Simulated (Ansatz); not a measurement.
# Pb: energy against strain

Pb (fcc, Fm-3m, 30.031 Å³/atom at rest, cube axes along x, y and z) under a strain ε along a cube axis (axis z), the other axes held. PBEsol in Ansatz, a plane-wave DFT program (PAW, default set), 420 eV, 23×23×23 Γ-centred mesh, Fermi-Dirac smearing 0.10 eV; ions are relaxed within the symmetry of each cell.

Here s stands for strain and y for E less E0.

```
strain (%)  E less E0 (meV/atom)
----------  --------------------
-3.00                          ?
-1.50                       1.13
-1.00                       0.46
-0.50                       0.09
0.00                        0.00
0.50                        0.19
1.00                        0.64
1.50                        1.35
```

Problem. Fit y against s with a parabola, and predict the withheld value at s = -3.00.

Solution. Least squares gives y = 0.001 + 0.0800·s + 0.5505·s². Residuals (row less fit): 0.010, -0.011, -0.009, -0.001, 0.011, 0.009, -0.010; standard error 0.012 (degrees of freedom: 4). Twice the quadratic coefficient over the volume, 2 × 0.5505 meV × 10⁴ × 0.1602 / 30.031 Å³, is the elastic constant C11 = 59 ± 0.6 GPa. At the withheld row, y = 0.001 + 0.0800 × (-3.0) + 0.5505 × (-3.0)² = 4.715 meV/atom. The calculation gives 4.98 meV/atom, 0.265 meV/atom above the prediction (5.3 % of the range of y in the table). The row lies outside the fitted rows, so this is an extrapolation. From the scatter of the fitted rows alone, a prediction at this place has a standard error of 0.047 meV/atom, so the miss is 5.6 times that.

One order more, fitted to all 13 runs of the series, follows each within 0.01, so the miss is the next term of a smooth law. In a metal these values are sensitive to mesh and smearing; energies are taken to zero smearing, stresses follow the free energy. Rows are the converged runs of the series near zero and its far end; series whose fitted rows scatter by over a few per cent of the range, as at a crossing or softening among them, aren't shown in this form. Most that stay on the fit to the last digits aren't either.
